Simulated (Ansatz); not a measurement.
BP under load (space group F-43m), r2SCAN with spin-orbit coupling, rigid bands in Ansatz (an electronic-structure program). Condition of this run: hydrostatic pressure -2 GPa (the target of the relaxation). Band gap 1.42 eV, N_c = 4.06e19 cm⁻³ and N_v = 2.28e19 cm⁻³ at 300 K, conductivity masses of 0.322 mₑ (electrons) and 0.397 mₑ (holes). Take k_BT = 0.02585 eV.

**Question.** What built-in voltage has an abrupt junction with N_A = 1e16 and N_D = 1e17 cm⁻³, all dopants ionised?

**Answer.** V_bi = E_g/e − (k_BT/e) ln(N_c N_v/(N_A N_D)) = 1.42 − 0.02585 × 13.74 = 1.06 V, for the computed gap.

**Question.** What thermal injection velocity √(2k_BT/πm) limits a ballistic channel?

**Answer.** 9.48e6 cm/s for electrons and 8.54e6 cm/s for holes, a ratio of √(m_h/m_e) = 1.11, for dilute carriers.

**Question.** A film of it is 2 nm thick. Estimate the confinement energies in an infinite well.

**Answer.** ħ²π²/(2m t²) = 0.376 eV·nm²/(m/mₑ × t²) gives 292 meV for electrons and 237 meV for holes, so the gap would widen to about 1.95 eV. Finite barriers and nonparabolic bands lower this, and with several valleys or bands the heaviest mass along the normal sets the lowest level, not this average.

Rigid bands with the computed gap; masses take one relaxation time for all states.
